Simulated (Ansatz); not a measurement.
# HoPt2 (Fd-3m, No. 227)

Level of theory: LDA in Ansatz (PAW).

Numerical settings: plane-wave cutoff 500 eV, 12×12×12 k mesh, Fermi–Dirac smearing 0.1 eV, spin-polarised start, scalar-relativistic PAW data made under PBE.

Cell (relaxed at this level):

Space group Fd-3m, origin choice 1 (No. 227); a = 7.519 Å, b = 7.519 Å, c = 7.519 Å, α = 90.00°, β = 90.00°, γ = 90.00°

```json
[
 {"atom": "Ho", "site": "8a", "symmetry": "-43m", "x": "0.0000", "y": "0.0000", "z": "0.0000"},
 {"atom": "Pt", "site": "16d", "symmetry": ".-3m", "x": "0.6250", "y": "0.6250", "z": "0.6250"}
]
```
(The calculation used a cell of 6 atoms; values per cell refer to that cell.)

| Item | Result |
|---|---|
| band gap | zero (no gap) |

Note: the magnetic order was assumed, not searched for or taken from measurement; the 4f shell is treated without U or exact exchange, so its levels and filling can be wrong.

Spin–orbit coupling is not included.

The result took around 8 core-minutes (rough).

Ansatz is an electronic-structure program.
